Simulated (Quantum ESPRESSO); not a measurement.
Quantum ESPRESSO run on Rb₃InCl₆ (Fm-3m, 10 atoms in the cell): self-consistent single point.

Method of the run: PBEsol, GBRV 1.5 ultrasoft (PBESOL) pseudopotentials (plane waves; Quantum ESPRESSO).

```xyz
10
Lattice="-5.5647 0.0000 5.5647 0.0000 5.5647 5.5647 -5.5647 5.5647 0.0000" Properties=species:S:1:pos:R:3 pbc="T T T"
Rb    -8.3471     8.3471     8.3471
Rb    -2.7824     2.7824     2.7824
Rb    -5.5647     5.5647     5.5647
In     0.0000     0.0000     0.0000
Cl    -5.5647     2.5144     5.5647
Cl    -5.5647     8.6151     5.5647
Cl    -2.5144     5.5647     5.5647
Cl    -8.6151     5.5647     5.5647
Cl    -5.5647     5.5647     2.5144
Cl    -5.5647     5.5647     8.6151
```

Reference input (self-consistent single point, DFT, PBEsol, plane waves, GBRV 1.5 ultrasoft (PBESOL) pseudopotentials): ecutwfc = 40 Ry; ecutrho = 200 Ry; occupations = fixed; K_POINTS = automatic 2 2 2 0 0 0; nbnd = 45; conv_thr = 1e-09 Ry. This run's input differs from it in these lines:

```diff
@@ -14,4 +14,4 @@
    ntyp = 3
-   ecutwfc = 40
-   ecutrho = 200
+   ecutwfc = 80
+   ecutrho = 400
    occupations = 'fixed'
```

Log, with long lists cut:

```
     Self-consistent Calculation

     iteration #  1     ecut=    80.00 Ry     beta= 0.70

---- Real-time Memory Report at c_bands before calling an iterative solver
          1069 MiB given to the printing process from OS
           313 MiB allocation reported by mallinfo(arena+hblkhd)
------------------

     Threshold (ethr) on eigenvalues was too large:
     Diagonalizing with lowered threshold

---- Real-time Memory Report at c_bands before calling an iterative solver
          1257 MiB given to the printing process from OS
           344 MiB allocation reported by mallinfo(arena+hblkhd)
------------------

   [... lines left out ...]
          1316 MiB given to the printing process from OS
           437 MiB allocation reported by mallinfo(arena+hblkhd)
------------------

     negative rho (up, down):  2.968E-01 0.000E+00

     total energy              =    -492.96443595 Ry
     estimated scf accuracy    <          8.8E-09 Ry

     iteration # 11     ecut=    80.00 Ry     beta= 0.70

---- Real-time Memory Report at c_bands before calling an iterative solver
          1316 MiB given to the printing process from OS
           437 MiB allocation reported by mallinfo(arena+hblkhd)
------------------

     negative rho (up, down):  2.968E-01 0.000E+00
     End of self-consistent calculation

     highest occupied, lowest unoccupied level (ev):     1.1106    4.7637

!    total energy              =    -492.96443595 Ry
     estimated scf accuracy    <          8.1E-10 Ry

     convergence has been achieved in  11 iterations

     negative rho (up, down):  2.968E-01 0.000E+00

     Forces acting on atoms (cartesian axes, Ry/au):

     atom    1 type  1   force =    -0.00000000   -0.00000000    0.00000000
     atom    2 type  1   force =     0.00000000    0.00000000    0.00000000
     atom    3 type  1   force =     0.00000000   -0.00000000    0.00000000
     atom    4 type  2   force =     0.00000000    0.00000000    0.00000000
     atom    5 type  3   force =     0.00000000   -0.00140257    0.00000000
     atom    6 type  3   force =     0.00000000    0.00140257    0.00000000
   [... lines left out ...]
     Total force =     0.003436     Total SCF correction =     0.000104
   [... lines left out ...]

     negative rho (up, down):  2.968E-01 0.000E+00
          total   stress  (Ry/bohr**3)                   (kbar)     P=       -4.45
  -0.00003025   0.00000000   0.00000000           -4.45        0.00        0.00
   0.00000000  -0.00003025  -0.00000000            0.00       -4.45       -0.00
   0.00000000  -0.00000000  -0.00003025            0.00       -0.00       -4.45

   JOB DONE.
```

The run converged in 11 iterations. Against the reference run the free energy drops by 15.8 meV/atom, the pressure moves little (-0.49 to -0.44 GPa), the largest force hardly changes (0.035 to 0.036 eV/Å) and the gap on the mesh hardly changes (3.652 to 3.653 eV). The full log also holds: “c_bands:  1 eigenvalues not converged”.

The starting cell comes from a database of computed structures (which also holds hypothetical and non-ambient phases and stackings), without a prior relaxation at this level.

Cost on one core of a shared machine: roughly 5 min.
